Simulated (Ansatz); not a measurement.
Density of states of AlP (F-43m) above the conduction band minimum, PBEsol, rigid bands in Ansatz (a quantum-chemistry and plane-wave program); cell volume 40.9 Å³.

```json
[
 {"energy from edge (eV)": "0.006", "10⁻³ states/eV/cell": "14.1"},
 {"energy from edge (eV)": "0.031", "10⁻³ states/eV/cell": "32.5"},
 {"energy from edge (eV)": "0.056", "10⁻³ states/eV/cell": "44.8"},
 {"energy from edge (eV)": "0.081", "10⁻³ states/eV/cell": "55.0"},
 {"energy from edge (eV)": "0.106", "10⁻³ states/eV/cell": "64.3"},
 {"energy from edge (eV)": "0.131", "10⁻³ states/eV/cell": "73.6"},
 {"energy from edge (eV)": "0.156", "10⁻³ states/eV/cell": "82.5"},
 {"energy from edge (eV)": "0.181", "10⁻³ states/eV/cell": "91.2"},
 {"energy from edge (eV)": "0.206", "10⁻³ states/eV/cell": "100"},
 {"energy from edge (eV)": "0.231", "10⁻³ states/eV/cell": "109"},
 {"energy from edge (eV)": "0.256", "10⁻³ states/eV/cell": "118"},
 {"energy from edge (eV)": "0.281", "10⁻³ states/eV/cell": "127"},
 {"energy from edge (eV)": "0.319", "10⁻³ states/eV/cell": "141"},
 {"energy from edge (eV)": "0.344", "10⁻³ states/eV/cell": "151"},
 {"energy from edge (eV)": "0.369", "10⁻³ states/eV/cell": "161"},
 {"energy from edge (eV)": "0.394", "10⁻³ states/eV/cell": "171"},
 {"energy from edge (eV)": "0.419", "10⁻³ states/eV/cell": "181"},
 {"energy from edge (eV)": "0.444", "10⁻³ states/eV/cell": "192"},
 {"energy from edge (eV)": "0.469", "10⁻³ states/eV/cell": "202"},
 {"energy from edge (eV)": "0.494", "10⁻³ states/eV/cell": "214"},
 {"energy from edge (eV)": "0.519", "10⁻³ states/eV/cell": "224"},
 {"energy from edge (eV)": "0.544", "10⁻³ states/eV/cell": "237"},
 {"energy from edge (eV)": "0.569", "10⁻³ states/eV/cell": "246"},
 {"energy from edge (eV)": "0.594", "10⁻³ states/eV/cell": "257"}
]
```

### Question
What effective density of states at 300 K does this give (∫ g(E) exp(−E/k_BT) dE, both spins, divided by the cell's size)?

### Answer
1.7e19 cm⁻³, a density-of-states mass of 0.77 mₑ, valleys and band degeneracy included.

Spin-orbit coupling is left out. Geometry: cell and atoms relaxed with PBEsol.
